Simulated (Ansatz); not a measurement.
Take Cu in the fcc (Cu type) structure (space group Fm-3m, No. 225; a = 3.518 Å; relaxed with 0.1 eV smearing) as the base. Axes: x, y, z lie along the cube axes.

Level of theory: LDA (Ansatz, an electronic-structure program), spin-orbit coupling left out.

Modification: a pure shear with ε_xy = ε_yx = 0.0200; the atoms relax in the strained cell.

Predict the stress tensor and what it implies for the stiffness.

Stress of the strained cell less that of the base (GPa, compression positive):
```
    0.5    -4.0     0.0
   -4.0     0.5     0.0
    0.0     0.0    -0.1
```

Then −Δσ/γ with γ = 2ε = 0.0400 gives secant stiffness values (nonlinear terms included at this strain): C66 ≈ 101 GPa.

As a check, the harmonic strain energy −½ V₀ Δσ:ε is 5.5 meV/atom; the computed energy rise is 5.5 meV/atom.

Stability against distortions was not tested. All final runs are without spin polarisation.
